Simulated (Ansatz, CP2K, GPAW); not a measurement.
Code comparison for TaNi₃ (Pmmn, 8 atoms in the cell)

Self-consistent single point.

```
CELL_PARAMETERS angstrom
      4.30287     0.00000     0.00000
      0.00000     5.18290     0.00000
      0.00000     0.00000     4.61113
ATOMIC_POSITIONS crystal
  Ta 0.00000 0.00000 0.34972
  Ta 0.50000 0.50000 0.65028
  Ni 0.50000 0.00000 0.68154
  Ni 0.00000 0.50000 0.31846
  Ni 0.00000 0.24935 0.84213
  Ni 0.00000 0.75065 0.84213
  Ni 0.50000 0.25065 0.15787
  Ni 0.50000 0.74935 0.15787
```

Shared settings, as Ansatz (a program for electronic structure) writes them: kpoints.mp_grid.grid = 4 3 4; scf.occupations.method = gaussian; scf.occupations.width = 0.0037 Ry. Potentials and cutoffs stand in the table.

```csv
code,model,pressure (GPa),largest force (eV/Å),cutoff
Ansatz,"LDA (PW92), PAW files made with PBE",-22.41,0.171,30.9 Ry
CP2K,"LDA (Pade form), GPW, DZVP-MOLOPT-SR-GTH basis, GTH-PADE potentials (GTH_POTENTIALS)",-30.55,0.399,grid 600 Ry
GPAW,"LDA (Perdew-Wang 92), GPAW PAW datasets LDA (gpaw-data 1.0.1)",-21.63,0.176,800 eV
```

Size of the force on each atom (eV/Å): Sizes of forces hide their directions.

```
code      Ta1    Ta2    Ni3    Ni4    Ni5    Ni6    Ni7    Ni8
------  -----  -----  -----  -----  -----  -----  -----  -----
Ansatz  0.102  0.102  0.171  0.171  0.048  0.048  0.048  0.048
CP2K    0.116  0.116  0.399  0.399  0.184  0.184  0.184  0.184
GPAW    0.089  0.089  0.176  0.176  0.048  0.048  0.048  0.048
```

On Ansatz's run: spin-orbit coupling is off. Spin polarisation is off.

The spread over the programs that give each value: pressure within 8.92 GPa; largest force within 0.228 eV/Å.

CP2K uses small atom-centred bases, whose incompleteness enters pressures, forces and empty levels differently from a plane-wave cutoff. Ansatz's pressure is given at a fixed set of plane waves, as the other plane-wave codes print theirs; with its correction for the finite basis it is -22.36 GPa. In the pressure, CP2K (by 8.53) lies more than 1 GPa from the median of the plane-wave programs. In the force vectors, CP2K (by 0.225) lies more than 0.08 eV/Å from the median of the plane-wave programs.

The shared mesh is coarse (it stands for a supercell whose shortest vector is 16 Å), so the values are not converged in it.

The starting cell comes from a database of computed structures (which also holds hypothetical and non-ambient phases and stackings), without a prior relaxation at this level. Its lattice was rescaled by a random factor within 2.5 % of one.

Left out of this page: Elk (not drawn, or without a comparable value).

Keys are those of Ansatz 0.2.
